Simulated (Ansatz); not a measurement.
The starting structures come from a database of crystals and need not be the phases stable at ambient conditions.

The decay constant κ of evanescent states in the gap governs leakage through a thin film.

Data:

```xyz
20
Lattice="7.8889 0.1316 0.0000 -1.2353 7.7927 0.0000 0.0000 0.0000 5.9641" Properties=species:S:1:pos:R:3 pbc="T T T"
Pb    -0.2842     6.9941     1.4910
Pb     6.9377     0.9302     4.4731
Pb     4.0070     6.6287     1.4910
Pb     2.6466     1.2956     4.4731
Pb     5.8354     5.0934     4.4731
Pb     0.8181     2.8308     1.4910
S      4.6290     2.8687     1.4910
S      2.0246     5.0555     4.4731
O      4.7704     4.3683     1.4910
O      1.8832     3.5559     4.4731
O      3.4771     5.4542     4.4731
O      3.1764     2.4700     1.4910
O      5.7053     6.7949     0.0000
O      0.9483     1.1294     0.0000
O      0.9483     1.1294     2.9820
O      5.7053     6.7949     2.9820
O      5.2703     2.3303     0.2646
O      1.3833     5.5940     5.6994
O      1.3833     5.5940     3.2467
O      5.2703     2.3303     2.7174
```

Space group of this cell: Cmcm. The cell was relaxed by PBE-D3(BJ); by r2SCAN its mean pressure is -2.3 GPa.

Transport runs along the normal of the first two printed cell vectors.

No gap correction and no spin-orbit coupling; mid-gap values are interpolated between computed energies.

### Question
State the band gap and the smallest decay constant κ at mid-gap according to Ansatz (a first-principles code) with r2SCAN.

### Answer
Gap 3.09 eV on a 4×4×6 mesh; κ = 0.331 1/Å, at the zone centre.
